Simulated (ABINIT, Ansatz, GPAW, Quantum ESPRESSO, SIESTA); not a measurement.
## Y2GaNi2 (Immm, 5 atoms in the cell) computed with different codes at matched settings

Self-consistent single point.

```
Y2GaNi2
1.0
   -2.08559     2.66544     4.12435
    2.08559    -2.66544     4.12435
    2.08559     2.66544    -4.12435
Y Ga Ni
2 1 2
Direct
  0.70213   0.20213   0.50000
  0.29787   0.79787   0.50000
  0.00000   0.00000   0.00000
  0.26759   0.50000   0.76759
  0.73241   0.50000   0.23241
```

All programs got the same cell, k-point mesh and kind of occupations (in Ansatz's words: kpoints.mp_grid.grid = 6 6 6; scf.occupations.method = fermi_dirac; scf.occupations.width = 0.0073 Ry); potentials, basis and cutoffs are each program's usual ones.

```tsv
code	model	pressure (GPa)	largest force (eV/Å)	k-points	cutoff
ABINIT	PBEsol, PAW (JTH v2.0 PBE PAW, files made for PBE)	-5.49	0.044	46	816 eV
SIESTA	GGA PBEsol, numerical atomic orbitals DZP, PseudoDojo PBEsol standard norm-conserving potentials (rewritten from UPF to PSML)	-2.82	0.137	132	grid 300 Ry
Quantum ESPRESSO	PBEsol, GBRV 1.5 ultrasoft (PBESOL) pseudopotentials	-2.56	0.045	46	50 Ry
GPAW	PBEsol, GPAW PAW datasets PBEsol (made by gpaw-setup)	-2.21	0.060	46	850 eV
Ansatz	PBEsol, PAW files made with PBE	-2.52	0.047	46	default
```

Size of the force on each atom (eV/Å): Sizes of forces hide their directions.

```json
[
 {"code": "ABINIT", "Y1": "0.044", "Y2": "0.044", "Ga3": "0.000", "Ni4": "0.018", "Ni5": "0.018"},
 {"code": "SIESTA", "Y1": "0.060", "Y2": "0.060", "Ga3": "0.000", "Ni4": "0.137", "Ni5": "0.137"},
 {"code": "Quantum ESPRESSO", "Y1": "0.045", "Y2": "0.045", "Ga3": "0.000", "Ni4": "0.022", "Ni5": "0.022"},
 {"code": "GPAW", "Y1": "0.060", "Y2": "0.060", "Ga3": "0.000", "Ni4": "0.006", "Ni5": "0.006"},
 {"code": "Ansatz", "Y1": "0.047", "Y2": "0.047", "Ga3": "0.000", "Ni4": "0.028", "Ni5": "0.028"}
]
```

The spread over the programs that give each value: pressure within 3.28 GPa; largest force within 0.093 eV/Å.

The starting cell comes from a database of computed structures (which also holds hypothetical and non-ambient phases and stackings), without a prior relaxation at this level. On Ansatz's run: Spin polarisation is off.

### Question
Why do the programs differ, and what cannot be compared?

### Answer
Differences of this kind can come from the potentials, where these differ, and from what each basis and cutoff leave unconverged. The valence holds different numbers of electrons (ABINIT 71, SIESTA 71, Quantum ESPRESSO 77, GPAW 57, Ansatz (a quantum-chemistry and plane-wave program) 71). The zero of total energies and Fermi levels follows the potentials and each program's conventions, so they are not compared here. SIESTA uses small atom-centred bases, whose incompleteness enters pressures, forces and empty levels differently from a plane-wave cutoff. Ansatz's pressure is given at a fixed set of plane waves, as the other plane-wave codes print theirs. Ansatz's smearing width was typed in Ry to four decimals, so it matches the others to a few per cent. The programs reduce the same mesh by symmetry to different extents, which changes the work and not the result. In the pressure, ABINIT (by 2.95) lies more than 1 GPa from the median of the plane-wave programs. In the force vectors, SIESTA (by 0.157) lies more than 0.08 eV/Å from the median of the plane-wave programs.

Left out of this page: Elk (not drawn, or without a comparable value); FLEUR (with a known weakness of the program).

Keys are those of Ansatz 0.2.
